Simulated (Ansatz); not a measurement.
These are PBE (plane waves to 420 eV, PAW; Ansatz, a first-principles code) values and carry that method's errors.

Planar average of the electrostatic potential across the slab, in eV from the Fermi level, for CH3 on the 1x1 (0001) surface of hcp Ru, one in a 2x2 cell, started at the site 'hollow Ru-Ru-Ru over Ru at depth 2.1 Å':

```csv
z (Å),V (eV)
5.10,5.00
5.38,5.00
5.67,4.99
5.95,4.99
6.23,4.98
6.52,4.97
6.80,4.94
7.08,4.89
7.37,4.77
7.65,4.53
7.93,4.05
8.22,3.08
8.50,1.07
8.78,-3.65
9.07,-13.82
9.35,-24.28
9.63,-27.89
9.92,-22.08
10.20,-11.16
10.48,-3.34
10.77,-3.26
11.05,-10.86
11.33,-21.93
11.62,-28.18
11.90,-25.21
12.18,-15.06
12.47,-5.02
12.75,-1.82
13.03,-5.19
13.32,-15.32
13.60,-25.36
13.88,-28.10
14.17,-21.62
14.45,-10.51
14.73,-3.03
15.02,-3.08
15.30,-10.67
15.58,-21.67
15.87,-27.89
16.15,-24.76
16.43,-14.57
16.72,-4.44
17.00,-0.19
17.28,0.13
17.57,-0.56
17.85,-1.32
18.13,-0.41
18.42,2.14
18.70,3.13
18.98,3.51
19.27,3.65
19.55,3.71
19.83,3.74
20.12,3.75
20.40,3.75
20.68,3.75
20.97,3.75
21.25,3.76
21.53,3.76
21.82,3.76
22.10,3.76
22.38,3.76
```

Set-up: 20 atoms, 6.3 Å thick at the start under the adsorbate (thin: gaps and levels are the slab's own); mesh 6x6x1; 0.1 eV smearing; dipole correction on; 8 atoms held, the rest relaxed; start symmetry kept, larger cells not searched; no spin, no spin-orbit, no U, no dispersion correction. At the end it is bonded to 3 Ru. In PBE this state lies 0.03 eV over the lowest of the starts that converged ('hollow Ru-Ru-Ru').

Q: The surface cell has an area of 25.66 Å². What dipole along the normal does the step between the two vacuum levels imply?

A: the top vacuum level lies 1.24 eV below the bottom one; p = −ε₀ A ΔV (ε₀ = 0.005526 e/(V·Å)) gives 0.18 e·Å a cell.
